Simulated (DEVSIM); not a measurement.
System: abrupt GaAs p-n junction, at 300 K.

```tsv
layer (left to right)	material	thickness (μm)	Nd (cm⁻³)	Na (cm⁻³)	τn (s)	τp (s)
1	GaAs	1.10	-	1.3e15	2.1e-8	2.1e-8
2	GaAs	0.730	1.2e17	-	2.1e-8	2.1e-8
```

Left contact: ohmic. Right contact: ohmic. Voltage is applied to the left contact. Recombination: SRH at mid-gap, Auger. Mobility is μmin + (μ − μmin)/(1 + (N/Nref)^α).

Constants are typed, rounded textbook-type inputs, not results; the design itself was drawn at random and stands for no fabricated device. Values at 300 K.

| parameter | GaAs |
|---|---|
| gap (eV) | 1.424 |
| affinity (eV) | 4.07 |
| permittivity | 12.9 |
| Nc (cm⁻³) | 4.7e17 |
| Nv (cm⁻³) | 9e18 |
| μn (cm²/Vs) | 8500 |
| μp (cm²/Vs) | 400 |
| μn,min | 500 |
| μp,min | 20 |
| Nref,n | 6e16 |
| Nref,p | 1.5e17 |
| αn | 0.39 |
| αp | 0.38 |
| Cn (cm⁶/s) | 1e-30 |
| Cp (cm⁶/s) | 1e-30 |

DEVSIM, 1D drift-diffusion, Boltzmann statistics, complete ionisation; no tunnelling, impact ionisation, image-force lowering or self-heating.

Question: Tabulate band edges, carrier densities and field at zero bias.

Answer: Energies count from the Fermi level of the right contact; mesh points crowd at the junctions.

```json
[
 {"x (μm)": "0.000", "Ec (eV)": "1.195", "Ev (eV)": "-0.229", "n (cm⁻³)": "< 1e2", "p (cm⁻³)": "1.3e15", "field (V/cm)": "-1900"},
 {"x (μm)": "0.01660", "Ec (eV)": "1.192", "Ev (eV)": "-0.232", "n (cm⁻³)": "< 1e2", "p (cm⁻³)": "1.2e15", "field (V/cm)": "-1900"},
 {"x (μm)": "0.04693", "Ec (eV)": "1.186", "Ev (eV)": "-0.238", "n (cm⁻³)": "< 1e2", "p (cm⁻³)": "9.1e14", "field (V/cm)": "-2000"},
 {"x (μm)": "0.09452", "Ec (eV)": "1.176", "Ev (eV)": "-0.248", "n (cm⁻³)": "< 1e2", "p (cm⁻³)": "6.1e14", "field (V/cm)": "-2400"},
 {"x (μm)": "0.2163", "Ec (eV)": "1.138", "Ev (eV)": "-0.286", "n (cm⁻³)": "< 1e2", "p (cm⁻³)": "1.4e14", "field (V/cm)": "-4000"},
 {"x (μm)": "0.3758", "Ec (eV)": "1.052", "Ev (eV)": "-0.373", "n (cm⁻³)": "< 1e2", "p (cm⁻³)": "5.0e12", "field (V/cm)": "-6800"},
 {"x (μm)": "0.6135", "Ec (eV)": "0.838", "Ev (eV)": "-0.586", "n (cm⁻³)": "4000", "p (cm⁻³)": "1.3e9", "field (V/cm)": "-11000"},
 {"x (μm)": "0.8716", "Ec (eV)": "0.489", "Ev (eV)": "-0.935", "n (cm⁻³)": "2.9e9", "p (cm⁻³)": "1700", "field (V/cm)": "-16000"},
 {"x (μm)": "0.9724", "Ec (eV)": "0.319", "Ev (eV)": "-1.105", "n (cm⁻³)": "2.0e12", "p (cm⁻³)": "< 1e2", "field (V/cm)": "-18000"},
 {"x (μm)": "1.037", "Ec (eV)": "0.202", "Ev (eV)": "-1.222", "n (cm⁻³)": "1.9e14", "p (cm⁻³)": "< 1e2", "field (V/cm)": "-19000"},
 {"x (μm)": "1.072", "Ec (eV)": "0.134", "Ev (eV)": "-1.290", "n (cm⁻³)": "2.7e15", "p (cm⁻³)": "< 1e2", "field (V/cm)": "-20000"},
 {"x (μm)": "1.099", "Ec (eV)": "0.076", "Ev (eV)": "-1.348", "n (cm⁻³)": "2.5e16", "p (cm⁻³)": "< 1e2", "field (V/cm)": "-24000"},
 {"x (μm)": "1.113", "Ec (eV)": "0.050", "Ev (eV)": "-1.374", "n (cm⁻³)": "6.8e16", "p (cm⁻³)": "< 1e2", "field (V/cm)": "-11000"},
 {"x (μm)": "1.139", "Ec (eV)": "0.037", "Ev (eV)": "-1.387", "n (cm⁻³)": "1.1e17", "p (cm⁻³)": "< 1e2", "field (V/cm)": "-1700"},
 {"x (μm)": "1.202", "Ec (eV)": "0.035", "Ev (eV)": "-1.389", "n (cm⁻³)": "1.2e17", "p (cm⁻³)": "< 1e2", "field (V/cm)": "-11"},
 {"x (μm)": "1.283", "Ec (eV)": "0.035", "Ev (eV)": "-1.389", "n (cm⁻³)": "1.2e17", "p (cm⁻³)": "< 1e2", "field (V/cm)": "≈ 0"},
 {"x (μm)": "1.431", "Ec (eV)": "0.035", "Ev (eV)": "-1.389", "n (cm⁻³)": "1.2e17", "p (cm⁻³)": "< 1e2", "field (V/cm)": "≈ 0"},
 {"x (μm)": "1.589", "Ec (eV)": "0.035", "Ev (eV)": "-1.389", "n (cm⁻³)": "1.2e17", "p (cm⁻³)": "< 1e2", "field (V/cm)": "≈ 0"},
 {"x (μm)": "1.721", "Ec (eV)": "0.035", "Ev (eV)": "-1.389", "n (cm⁻³)": "1.2e17", "p (cm⁻³)": "< 1e2", "field (V/cm)": "≈ 0"},
 {"x (μm)": "1.774", "Ec (eV)": "0.035", "Ev (eV)": "-1.389", "n (cm⁻³)": "1.2e17", "p (cm⁻³)": "< 1e2", "field (V/cm)": "≈ 0"},
 {"x (μm)": "1.806", "Ec (eV)": "0.035", "Ev (eV)": "-1.389", "n (cm⁻³)": "1.2e17", "p (cm⁻³)": "< 1e2", "field (V/cm)": "≈ 0"},
 {"x (μm)": "1.830", "Ec (eV)": "0.035", "Ev (eV)": "-1.389", "n (cm⁻³)": "1.2e17", "p (cm⁻³)": "< 1e2", "field (V/cm)": "≈ 0"}
]
```
